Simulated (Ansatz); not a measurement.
Abridged Ansatz (a program for electronic structure) output:

```
Relaxation: its limit of steps is 60 (relax.max_steps)
Pseudopotential: Hf, paw, valence charge 26
Crystal: 2 atoms, lattice volume = 43.213 Å³
Basis set: ecut = 420 eV, 845 PW (Γ), exchange–correlation on 48×48×72 points (8 copies of the dense FFT grid, shifted against one another)
Bands: 32, of which v1, the nominal top of the filled ones, is band 26 counted from 1 (25 counted from 0)
Symmetry: 24 space group operations
k-points: 165 of 2601
Functional: x = pbesol(κ = 0.804, μ = 0.12345679012345678), c = pbesol(β = 0.046)
SCF iter   1: F=—  HF=-31196.057208 eV  |F-HF|=—  |Δ(HF+E_count)|=         —  Δρ=3.13e-3  dr2=1.92e-3  ethr=1.77e-3  ⟨swp⟩=4.9  Hψ=17642  notcnv=0
SCF iter   2: F=—  HF=-31196.057646 eV  |F-HF|=—  |Δ(HF+E_count)|=   4.38e-4  Δρ=1.83e-3  dr2=6.01e-4  ethr=3.70e-6  ⟨swp⟩=2.0  Hψ=9985  notcnv=0
SCF 1 converged in 6 iterations: F = -31196.057811 eV  dr2 = 2.34e-8
relax step   1: F+E_penalty+E_count = -31196.05781109 eV  Δ(F+E_penalty+E_count) = +0.000e0 eV  max|allowed force component| = 2.776e-16 eV/Å  Δτ_max = 0.0000 Å  P = +0.000 GPa  Ω = 43.213 Å³  (6 SCF iters, dr2 threshold 1.00e-7 eV, accepted)
[... steps on the carried basis left out ...]
relax step   5: F+E_penalty+E_count = -31196.05659164 eV  Δ(F+E_penalty+E_count) = -1.106e-4 eV  max|allowed force component| = 2.498e-16 eV/Å  Δτ_max = 0.0000 Å  P = -1.000 GPa  Ω = 43.602 Å³  stress off target by 1.56e-3 GPa  SCF on the basis re-selected at this cell (its energy is not comparable with the rows above)  (6 SCF iters)
SCF converged after 6 iterations
Free energy (F): -31196.056592 eV
Internal energy: -31196.044671 eV  (E = F + TS)
E sigma→0 (E₀):  -31196.050631 eV
Entropy (-TS):   -0.011920 eV (-5.960 meV/atom)
Fermi energy:    20.318203 eV
--- Forces (eV/Å), atoms counted from 1 ---
  atom   1  Hf     0.00000000    -0.00000000    -0.00000000
  atom   2  Hf     0.00000000     0.00000000     0.00000000
--- Stress (GPa, compression-positive) ---
       -0.999523      -0.000000      -0.000000
       -0.000000      -0.999523      -0.000000
       -0.000000      -0.000000      -1.001559
  P = ⅓ Tr σ = -1.0002 GPa (-10.002 kbar)
--- Relaxed structure (4 steps of the walk, 3 accepted, 1 SCFs on fresh bases) ---
  cell:  # Å, volume = 43.6015 Å³
    - [3.1688359070389813, -6.93514262528969e-34, 0.0]
    - [-1.5844179535194907, 2.7442923959200614, -2.0020032307897254e-34]
    - [-1.8294003370391719e-34, -3.6588006740783437e-34, 5.013853325272432]
  atoms:
    - { symbol: Hf, position: [0.3333333333333333, 0.6666666666666666, 0.75] }
    - { symbol: Hf, position: [0.6666666666666666, 0.3333333333333333, 0.25] }
```

What was computed, and what are the main results?

Hf, 2 atoms in the cell, with plane-wave PAW DFT at the PBEsol level (Ansatz, 420 eV), no spin-orbit coupling, from a series relaxed to a target (pressure −1 GPa). The last SCF converged to F = -31196.056592 eV, or -15598.0283 eV per atom, at a pressure of -1.00 GPa. The total energy compares only with runs of the same code, potentials and settings.

Load acts through the strain it causes; cell and atoms are relaxed under it. Whether these cells are dynamically stable was not tested. The final runs are not spin-polarised. The cell was made from Hf in the hcp (Mg type) structure (space group P6_3/mmc, No. 194) by this change: pressure −1 GPa.

Keys are those of Ansatz 0.2.
